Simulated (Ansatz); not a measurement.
## A constructed model of the (0001) surface of hcp Ru, a pseudomorphic layer of Ni in the host's stacking (bottom of the slab: a bare face, its two planes held)

Calculation: PBE (plane waves to 420 eV, PAW; Ansatz, a quantum-chemistry and plane-wave program).

Set-up: 7 atoms, 13.1 Å thick at the start with caps and adatoms (thin: gaps and levels are the slab's own); mesh 16x16x1; 0.1 eV smearing; dipole correction on; 2 atoms held, the rest relaxed; symmetry of the start imposed; spin-polarised, ending with about 0.3 μB a cell; orders that need a larger cell were not tried, no spin-orbit, no U. In PBE it is, or lies within 0.01 eV a 1x1 cell of, the lowest of the 2 structures of its composition computed so far; subsurface sites and larger cells were not tried.

| Quantity | Result |
|---|---|
| work function of the top face | 4.73 eV |
| energy released by relaxation | 0.29 eV |
| magnetic moment of the cell | 0.30 μB |
| cost | around 7 core-minutes (rough) |
